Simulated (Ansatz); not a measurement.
The parent structure is BaTiO3 in the cubic perovskite structure (space group Pm-3m, No. 221; a = 3.9940 Å).

Calculations: r2SCAN (Ansatz, a first-principles code; PAW; 500 eV plane waves; no spin-orbit coupling).

One change was made to it. Results:

| quantity | base | after |
|---|---|---|
| band gap | 2.17 eV | 2.43 eV |
| gap character | indirect, R → Γ | direct at Γ |
| shortest interatomic distance | 1.997 Å | 1.842 Å |
| density | 6.08 g/cm³ | 7.75 g/cm³ |

Question: Which of these changes matches the shifts?
A. pressure 3 GPa
B. pressure −2 GPa
C. pressure 75 GPa
D. pressure 15 GPa

Answer: C, pressure 75 GPa. For comparison, the band gap in the other runs: pressure 3 GPa gives 2.21 eV; pressure 15 GPa gives 2.35 eV; pressure −2 GPa gives 2.14 eV.

Load acts through the strain it causes; cell and atoms are relaxed under it. Whether these cells are dynamically stable was not tested. Competing high-pressure phases were not computed. All final runs are without spin polarisation. Many cubic perovskites are stable only at high temperature; tilts and polar distortions were not tested. This is not the structure that BaTiO3 has at room temperature and ambient pressure.
